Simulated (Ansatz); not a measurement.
**The (111)B surface of zinc-blende GaP, P-terminated, 2x2 with 3 OH on 4 top atoms (bottom of the slab: 3 H on 4 bottom sites)**

The numbers are results of PBE (plane waves to 420 eV, PAW; Ansatz, a first-principles code), not measurements.

Set-up: 41 atoms, 14.2 Å thick at the start with caps and adatoms; mesh 3x3x1; 0.025 eV smearing; dipole correction on; 8 atoms held, the rest relaxed; no symmetry held; no spin, no spin-orbit, no U. It is one candidate, not shown to be the stable structure of the face.

```json
{
 "gap_of_the_slab_on_its_k_mesh": "1.04 eV",
 "highest_filled_level_below_the_top_vacuum_level": "4.57 eV",
 "energy_released_by_relaxation": "1.56 eV",
 "cost": "roughly 70 core-minutes"
}
```
